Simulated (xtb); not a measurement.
xtb 6.7.1, GFN1-xTB: Si(H)(Vi)3 (C=C[SiH](C=C)C=C), 17 atoms. The geometry is a generated start, not checked to be a minimum at this level.

| Quantity | Value |
|---|---|
| run flags | --grad |
| method | GFN1-xTB |
| --acc | 1 (default) |
| --etemp (K) | 300 (default) |
| basis functions | 54 |
| valence electrons | 38 |

```xyz
17

Si    -0.3121    -0.0033    -0.5881
C     -0.8215    -1.6888     0.0986
C     -0.8406    -2.8065    -0.6087
C     -1.1836     1.3459     0.4091
C     -0.8760     1.6630     1.6572
C      1.5693     0.1477    -0.4301
C      2.2407     1.2756    -0.6021
H     -0.6986     0.1215    -2.0041
H     -1.0989    -1.7368     1.1452
H     -0.5755    -2.8167    -1.6542
H     -1.1213    -3.7611    -0.1879
H     -1.9950     1.8805    -0.0702
H     -0.0725     1.1745     2.1838
H     -1.3995     2.4250     2.2143
H      2.1281    -0.7534    -0.2058
H      3.3165     1.3302    -0.5262
H      1.7407     2.2026    -0.8308
```

One run each on 1 thread. Values of broydamp tried: 0.02, 0.05, 0.1, 0.2, 0.4 (default), 0.6, 0.8, 1.

Question: Which value of broydamp needs the fewest SCC iterations, and what happens away from it?

Answer: Fewest SCC iterations, within one of each other: 0.4 (default) with 11, 0.6 with 10. The count rises to 18 at 0.02. All converge to one solution.

```tsv
broydamp	SCC iterations	end
0.02	18	same solution
0.05	15	same solution
0.1	14	same solution
0.2	12	same solution
0.4 (default)	11	same solution
0.6	10	same solution
0.8	12	same solution
1	14	same solution
```
